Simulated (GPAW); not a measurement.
**Worked example: self-consistent single point of Ca3In (Fm-3m, 4 atoms in the cell) in GPAW**

Level of theory: LDA (Perdew-Wang 92), GPAW PAW datasets LDA (gpaw-data 1.0.1) (plane waves; GPAW 25.7.0).

The input file:

```python
from ase import Atoms
from ase.units import GPa
from gpaw import GPAW

atoms = Atoms(['Ca', 'Ca', 'Ca', 'In'],
              cell=[[0.000000, 4.036120, 4.036120],
                    [4.036120, 0.000000, 4.036120],
                    [4.036120, 4.036120, 0.000000]],
              scaled_positions=[[0.250000, 0.250000, 0.250000],
                                [0.750000, 0.750000, 0.750000],
                                [0.500000, 0.500000, 0.500000],
                                [0.000000, 0.000000, 0.000000]],
              pbc=True)

calc = GPAW(mode={'name': 'pw', 'ecut': 600},
            xc='LDA',
            kpts=(5, 5, 5),
            occupations={'name': 'fermi-dirac', 'width': 0.1},
            nbands=-12,
            convergence={'density': 1e-05},
            symmetry={'symmorphic': False, 'tolerance': 0.0005},
            maxiter=150)

atoms.calc = calc

energy = atoms.get_potential_energy()
print('Energy (eV):', round(energy, 6))
forces = atoms.get_forces()
print('Forces (eV/Ang):')
print(forces.round(5))
stress = atoms.get_stress()
print('Stress (GPa, Voigt):', (stress / GPa).round(4))
```

Output (repeated stretches shortened):

```
Input parameters:
  convergence: {density: 1e-05}
  kpts: [5 5 5]
  maxiter: 150
  mode: {ecut: 600,
         name: pw}
  nbands: -12
  occupations: {name: fermi-dirac,
                width: 0.1}
  symmetry: {symmorphic: False,
             tolerance: 0.0005}

species:
  Ca:
    name: Calcium
    Z: 20.0
    valence: 10
    core: 10
    charge: 0.0
    file: Ca.LDA.gz

    # Using partial waves for Ca as LCAO basis

  In:
    name: Indium
    Z: 49.0
    valence: 13
    core: 36
    charge: 0.0
    file: In.LDA.gz

    # Using partial waves for In as LCAO basis

Reference energy: -215233.528985  # eV

Spin-paired calculation

Convergence criteria:
 Maximum [total energy] change in last 3 cyles: 0.0005 eV / valence electron
 Maximum integral of absolute [dens]ity change: 1e-05 electrons / valence electron
 Maximum integral of absolute [eigenst]ate change: 4e-08 eV^2 / valence electron
 Maximum number of scf [iter]ations: 150

Symmetries present (total): 48
Symmetries with fractional translations: 0
125 k-points: 5 x 5 x 5 Monkhorst-Pack grid
10 k-points in the irreducible part of the Brillouin zone
       k-points in crystal coordinates                weights
   0:     0.00000000    0.00000000    0.00000000          1/125
   1:     0.20000000    0.20000000    0.00000000          6/125
   2:     0.20000000    0.20000000    0.20000000          8/125
   [... 7 lines left out ...]

Wave functions: Plane wave expansion
  Cutoff energy: 600.000 eV
  Number of coefficients (min, max): 4363, 4408
  Pulay-stress correction: 0.000000 eV/Ang^3 (de/decut=0.000000)

Occupation numbers: Fermi-Dirac:
  width: 0.1000  # eV

Eigensolver

Densities:
  Coarse grid: 35*35*35 grid
  Fine grid: 70*70*70 grid
  Total Charge: 0.000000

Density mixing:
  Method: separate
  Backend: pulay
  Linear mixing parameter: 0.05
  old densities: 5
  Damping of long wavelength oscillations: 50

Hamiltonian:
  XC and Coulomb potentials evaluated on a 70*70*70 grid
  External potential:
    NoExternalPotential

Number of atoms: 4
Number of atomic orbitals: 24
Number of bands in calculation: 33
Number of valence electrons: 43
Bands to converge: occupied

Density initialized from atomic densities
  24 bands from LCAO basis set
  9 bands from random numbers

Atomic positions and initial magnetic moments

Positions:
   0 Ca     2.018060    2.018060    2.018060    ( 0.0000,  0.0000,  0.0000)
   1 Ca     6.054180    6.054180    6.054180    ( 0.0000,  0.0000,  0.0000)
   2 Ca     4.036120    4.036120    4.036120    ( 0.0000,  0.0000,  0.0000)
   3 In     0.000000    0.000000    0.000000    ( 0.0000,  0.0000,  0.0000)

Unit cell:
           periodic     x           y           z      points  spacing
  1. axis:    yes    0.000000    4.036120    4.036120    35     0.1332
  2. axis:    yes    4.036120    0.000000    4.036120    35     0.1332
  3. axis:    yes    4.036120    4.036120    0.000000    35     0.1332

  Lengths:   5.707936   5.707936   5.707936
  Angles:   60.000000  60.000000  60.000000

Effective grid spacing dv^(1/3) = 0.1453

     iter     time        total  log10-change:
                         energy   eigst   dens
iter:   1 --:--:--   -11.177351
iter:   2 --:--:--   -11.544756   -0.81  -1.42
iter:   3 --:--:--   -11.526773   -1.87  -1.46
iter:   4 --:--:--   -11.523496c  -2.02  -1.54
iter:   5 --:--:--   -11.510207c  -3.02  -2.08
iter:   6 --:--:--   -11.486468   -3.13  -2.16
iter:   7 --:--:--   -11.485949   -4.45  -2.91
iter:   8 --:--:--   -11.483654c  -4.27  -2.96
iter:   9 --:--:--   -11.483491c  -4.90  -3.24
iter:  10 --:--:--   -11.483505c  -5.74  -3.58
iter:  11 --:--:--   -11.483456c  -5.37  -3.62
iter:  12 --:--:--   -11.483455c  -6.06  -3.54
iter:  13 --:--:--   -11.483537c  -5.53  -3.65
iter:  14 --:--:--   -11.483504c  -4.94  -3.63
iter:  15 --:--:--   -11.483456c  -6.05  -3.76
iter:  16 --:--:--   -11.483453c  -6.94  -4.25
iter:  17 --:--:--   -11.483451c  -8.07c -4.31
iter:  18 --:--:--   -11.483450c  -7.32  -4.37
iter:  19 --:--:--   -11.483450c  -7.75c -4.39
iter:  20 --:--:--   -11.483450c  -7.53c -4.43
iter:  21 --:--:--   -11.483450c  -7.94c -4.62
iter:  22 --:--:--   -11.483450c  -8.85c -4.68
iter:  23 --:--:--   -11.483451c  -8.28c -4.73
iter:  24 --:--:--   -11.483451c  -8.37c -4.93
iter:  25 --:--:--   -11.483451c  -9.18c -5.01c

Converged after 25 iterations.

Dipole moment: (0.000000, 0.000000, 0.000000) |e|*Ang

Energy contributions relative to reference atoms: (reference = -215233.528985)

Kinetic:         +3.172177
Potential:       +5.432729
External:        +0.000000
XC:             -18.604195
Entropy (-ST):   -0.092137
Local:           -1.438094
SIC:             +0.000000
--------------------------
Free energy:    -11.529519
Extrapolated:   -11.483451

Showing only first 2 kpts
 Kpt  Band  Eigenvalues  Occupancy
  0    19      4.06003    1.98861
  0    20      4.06003    1.98861
  0    21      4.84953    0.12219
  0    22      4.88711    0.08555

  1    19      4.01632    1.99263
  1    20      4.01632    1.99263
  1    21      4.74976    0.30000
  1    22      4.92545    0.05911

Fermi level: 4.57630

No gap
No difference between direct/indirect transitions
Energy (eV): -11.483451

Forces in eV/Ang:
  0 Ca    0.00000    0.00000    0.00000
  1 Ca    0.00000    0.00000    0.00000
  2 Ca   -0.00000    0.00000    0.00000
  3 In    0.00000    0.00000   -0.00000

Stress tensor:
     0.016990     0.000000     0.000000
     0.000000     0.016990    -0.000000
     0.000000    -0.000000     0.016990
Stress (GPa, Voigt): [ 2.7222  2.7222  2.7222 -0.      0.      0.    ]
```

The run converged in 25 iterations. GPAW prints stress with tension positive.

The starting cell comes from a database of computed structures (which also holds hypothetical and non-ambient phases and stackings), without a prior relaxation at this level.

Cost on one core of a shared machine: roughly 40 s.
